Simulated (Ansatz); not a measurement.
# A computed series for hypothetical rock salt BP: response to strain

Base system: BP in the rock salt structure (space group Fm-3m, No. 225; a = 4.289 Å; a hypothetical phase, not in the database extracts checked; relaxed with 0.1 eV smearing). Axes: x, y, z lie along the cube axes.

Strains are applied to the cell and any free atomic positions relax; under biaxial strain the out-of-plane vector relaxes too.

The values are results of PBEsol/PAW in Ansatz (a program for electronic structure), spin-orbit coupling left out, not measurements.

Candidates:
(a) strain tensor (xx, yy, zz, yz, xz, xy) = (+2.10, +0.14, −1.32, −0.21, −0.44, +0.64) %
(b) strain tensor (xx, yy, zz, yz, xz, xy) = (−0.37, +1.18, +0.72, +2.00, +0.38, +0.19) %
(c) biaxial strain +4.24 %, plane normal [001], relaxed out of plane
(d) uniaxial strain ε_yy = +4.09 %
(e) uniaxial strain ε_xx = −3.94 %

Notes on the quantities. energy relative to the base: free energy F.

Task: Order them by energy relative to the base, lowest first.

Result: (a) strain tensor (xx, yy, zz, yz, xz, xy) = (+2.10, +0.14, −1.32, −0.21, −0.44, +0.64) % (+2.6 meV/atom), (b) strain tensor (xx, yy, zz, yz, xz, xy) = (−0.37, +1.18, +0.72, +2.00, +0.38, +0.19) % (+4.3 meV/atom), (d) uniaxial strain ε_yy = +4.09 % (+10 meV/atom), (e) uniaxial strain ε_xx = −3.94 % (+14 meV/atom), (c) biaxial strain +4.24 %, plane normal [001], relaxed out of plane (+27 meV/atom)

Stability against distortions was not tested. All final runs are without spin polarisation.
